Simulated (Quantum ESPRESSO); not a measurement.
A user runs Quantum ESPRESSO on YGe2 (I4_1/amd, 6 atoms in the cell) and asks whether the run is sound. The aim is a self-consistent single point with DFT, PBEsol, plane waves, PSlibrary PAW (PBE) pseudopotentials.

Cell that was meant: a = 8.7923 Å, b = 8.7923 Å, c = 8.7923 Å, α = 153.74°, β = 153.74°, γ = 37.48°.

Part of the input:

```fortran
  ibrav = 0
  nat = 6
  ntyp = 2
  ecutwfc = 9
  ecutrho = 63
  occupations = 'smearing'
  smearing = 'fd'
  degauss = 0.0073499
```

The program printed (abridged):

```
     file Y.pbe-spn-kjpaw_psl.1.0.0.UPF: wavefunction(s)  4S 4P renormalized

     Message from routine setup:
   [... lines left out ...]
        k(    1) = (   0.0000000   0.0000000   0.0000000), wk =   0.0092593
        k(    2) = (   0.3668011   0.3668011   0.0000000), wk =   0.0370370
        k(    3) = (   0.7336021   0.7336021   0.0000000), wk =   0.0370370
   [... 27 lines left out ...]

     Dense  grid:     7591 G-vectors     FFT dimensions: (  48,  48,  48)

     Smooth grid:     3247 G-vectors     FFT dimensions: (  32,  32,  32)

     Initial potential from superposition of free atoms

     starting charge      37.9890, renormalised to      38.0000
     Self-consistent Calculation

     iteration #  1     ecut=     9.00 Ry     beta= 0.70

     total energy              =   -1197.44098183 Ry
     estimated scf accuracy    <       1.13078214 Ry

     iteration #  2     ecut=     9.00 Ry     beta= 0.70

     total energy              =   -1197.65357512 Ry
     estimated scf accuracy    <       0.14694877 Ry

     iteration #  3     ecut=     9.00 Ry     beta= 0.70

     total energy              =   -1197.69008098 Ry
     estimated scf accuracy    <       0.01027046 Ry

   [... 5 blocks of this kind left out ...]

     iteration #  9     ecut=     9.00 Ry     beta= 0.70

     total energy              =   -1197.69152601 Ry
     estimated scf accuracy    <          1.5E-09 Ry

     iteration # 10     ecut=     9.00 Ry     beta= 0.70
     End of self-consistent calculation

     the Fermi energy is     9.6818 ev

!    total energy              =   -1197.69152601 Ry
     estimated scf accuracy    <          7.8E-12 Ry
     smearing contrib. (-TS)   =      -0.00514148 Ry
     internal energy E=F+TS    =   -1197.68638453 Ry

     convergence has been achieved in  10 iterations

     Forces acting on atoms (cartesian axes, Ry/au):

     atom    1 type  1   force =     0.00000000    0.00000000    0.00000000
     atom    2 type  1   force =     0.00000000    0.00000000   -0.00000000
     atom    3 type  2   force =     0.00000000    0.00000000   -0.00232115
     atom    4 type  2   force =    -0.00000000   -0.00000000   -0.00232115
   [... lines left out ...]

     Total force =     0.004642     Total SCF correction =     0.000001

          total   stress  (Ry/bohr**3)                   (kbar)     P=    -1198.32
  -0.00822373  -0.00000000  -0.00000000        -1209.75       -0.00       -0.00
   0.00000000  -0.00822373   0.00000000            0.00    -1209.75        0.00
  -0.00000000  -0.00000000  -0.00799055           -0.00       -0.00    -1175.45

   JOB DONE.
```

**Question.** Is anything amiss in this input, and did it matter?

**Answer.** The run is not sound. The fault is a basis or grid far too coarse for these potentials. Far below the cutoff that the potentials were made for, the basis cannot represent the orbitals near the nuclei, and energies, forces and above all the stress go wrong. To fix it, restore the cutoff that the potentials need and check convergence. The run converged in 10 iterations without an error; against the sound input the free energy goes up by 9.52 eV/atom, the pressure goes from -3.01 to -119.8 GPa and the largest force goes from 0.074 to 0.060 eV/Å.

The sound input it was made from differs as follows (other fixes are possible):
```diff
-  ecutwfc = 9
-  ecutrho = 63
+  ecutwfc = 45
+  ecutrho = 315
```

With that input, the run converged in 10 iterations: free energy E − TS -16352.5237 eV; Fermi level (on the code's own zero) 9.17 eV; pressure -3.01 GPa; largest force (vector length) 0.074 eV/Å (DFT, PBEsol, plane waves, PSlibrary PAW (PBE) pseudopotentials).

On the sound input: the starting cell comes from a database of computed structures (which also holds hypothetical and non-ambient phases and stackings), without a prior relaxation at this level. With a pressure of about -3 GPa the cell is away from its equilibrium volume at this level.
